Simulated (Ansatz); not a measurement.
**Pressure series in GaN**

The parent structure is GaN in the wurtzite structure (space group P6_3mc, No. 186; a = 3.183 Å, c = 5.185 Å).

Cell and atoms are relaxed at each pressure.

Calculations: Ansatz (a quantum-chemistry and plane-wave program), PBEsol, PAW, cutoff 420 eV, without spin-orbit coupling.

```csv
case,band gap,c/a ratio,volume per atom,width of the top valence band
base,1.88 eV,1.629,11.37 Å³,2.82 eV
pressure −2 GPa,1.80 eV,1.629,11.50 Å³,2.78 eV
pressure −1 GPa,1.84 eV,1.629,11.43 Å³,2.80 eV
pressure 1.8 GPa,1.94 eV,1.629,11.27 Å³,2.85 eV
pressure 4.2 GPa,2.01 eV,1.629,(withheld),2.89 eV
pressure 9 GPa,2.16 eV,1.630,10.89 Å³,2.97 eV
pressure 18 GPa,2.40 eV,1.630,10.50 Å³,3.11 eV
pressure 30 GPa,2.67 eV,1.631,10.07 Å³,3.26 eV
pressure 45 GPa,2.95 eV,1.632,9.63 Å³,(withheld)
pressure 60 GPa,3.19 eV,1.634,9.27 Å³,3.55 eV
```

### Question
Complete the table.

### Answer

- pressure 4.2 GPa, volume per atom: 11.13 Å³
- pressure 45 GPa, width of the top valence band: 3.39 eV

Load acts through the strain it causes; cell and atoms are relaxed under it. Whether these cells are dynamically stable was not tested. Measured, GaN leaves this structure (for rock salt) near 47 GPa (temperature not stated; as listed in Datta, Sujoy, Jana, Debnarayan, arXiv (2020)), on rising pressure, with hysteresis.
